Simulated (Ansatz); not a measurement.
# Effect of uniaxial strain ε_zz = −0.50 % on Ti

Start from Ti in the hcp (Mg type) structure (space group P6_3/mmc, No. 194; a = 2.9016 Å, c = 4.5930 Å; relaxed with 0.1 eV smearing). Axes: x lies along a and z along c of the hexagonal cell.

Modification: uniaxial strain ε_zz = −0.50 %, all other strain components held at zero; the atoms relax in the strained cell.

The values are results of PBEsol (Ansatz, a first-principles code, PAW, scalar-relativistic without spin-orbit coupling), not measurements. Γ-centred 23×23×13 mesh, Fermi–Dirac width 0.1 eV.

The volume per atom drops by 0.08 Å³, from 16.74 Å³ to 16.66 Å³ and the space group remains P6_3/mmc (No. 194). The shortest interatomic distance shrinks by 0.0093 Å (2.843 Å → 2.833 Å) and the energy is nearly the same. The pressure (mean of the normal stresses, compression positive) goes from zero to 0.6 GPa and the band gap remains zero. The stress (xx, yy, zz, yz, xz, xy; compression positive) comes out as (0.4, 0.4, 1.0, 0.0, 0.0, 0.0) GPa.

Final structure:

```
Ti
1.0
    2.90164     0.00000     0.00000
   -1.45082     2.51289     0.00000
    0.00000     0.00000     4.56999
Ti
2
Direct
  0.66667   0.33333   0.75000
  0.33333   0.66667   0.25000
```

No phonon test of stability was made. The final runs are not spin-polarised.
